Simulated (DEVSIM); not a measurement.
Structure: Ge n-i-p diode, at 300 K.

```csv
layer (left to right),material,thickness (μm),Nd (cm⁻³),Na (cm⁻³),τn (s),τp (s)
1,Ge,1.00,3.1e17,-,0.00069,0.00069
2,Ge,0.940,-,6e13,0.00069,0.00069
3,Ge,0.690,-,2.5e17,0.00069,0.00069
```

Left contact: ohmic. Right contact: ohmic. Voltage is applied to the left contact. Recombination: SRH at mid-gap, radiative, Auger. Mobility is μmin + (μ − μmin)/(1 + (N/Nref)^α).

This is a model device: material constants are rounded textbook-type values typed into the input, and sizes, dopings and lifetimes were drawn at random. Values at 300 K.

```tsv
parameter	Ge
gap (eV)	0.664
affinity (eV)	4
permittivity	16
Nc (cm⁻³)	1.04e19
Nv (cm⁻³)	6e18
μn (cm²/Vs)	3900
μp (cm²/Vs)	1900
μn,min	150
μp,min	100
Nref,n	2.6e17
Nref,p	4e17
αn	0.56
αp	0.6
B (cm³/s)	6.4e-14
Cn (cm⁶/s)	1e-31
Cp (cm⁶/s)	1e-31
```

Model (solved in DEVSIM): 1D drift-diffusion, Boltzmann statistics, complete ionisation; no tunnelling, impact ionisation, image-force lowering or self-heating.

Problem. Tabulate band edges, carrier densities and field at zero bias.

Solution. Energies count from the Fermi level of the right contact; mesh points crowd at the junctions.

```tsv
x (μm)	Ec (eV)	Ev (eV)	n (cm⁻³)	p (cm⁻³)	field (V/cm)
0.000	0.091	-0.573	3.1e17	1.4e9	≈ 0
0.02965	0.091	-0.573	3.1e17	1.4e9	≈ 0
0.08955	0.091	-0.573	3.1e17	1.4e9	≈ 0
0.2243	0.091	-0.573	3.1e17	1.4e9	≈ 0
0.6250	0.091	-0.573	3.1e17	1.4e9	≈ 0
0.8338	0.091	-0.573	3.1e17	1.4e9	≈ 0
0.9372	0.091	-0.573	3.1e17	1.4e9	25
0.9932	0.104	-0.560	1.9e17	2.3e9	14000
1.017	0.148	-0.516	3.3e16	1.3e10	14000
1.065	0.194	-0.470	5.6e15	7.8e10	6600
1.172	0.246	-0.418	7.8e14	5.6e11	3900
1.507	0.354	-0.310	1.2e13	3.7e13	3000
1.754	0.431	-0.233	6.1e11	7.2e14	3500
1.864	0.477	-0.187	9.9e10	4.4e15	5700
1.930	0.537	-0.127	1.0e10	4.4e16	16000
1.952	0.574	-0.090	2.4e9	1.8e17	8000
1.995	0.582	-0.082	1.8e9	2.5e17	100
2.086	0.582	-0.082	1.7e9	2.5e17	≈ 0
2.349	0.582	-0.082	1.7e9	2.5e17	≈ 0
2.512	0.582	-0.082	1.7e9	2.5e17	≈ 0
2.589	0.582	-0.082	1.7e9	2.5e17	≈ 0
2.630	0.582	-0.082	1.7e9	2.5e17	≈ 0
```
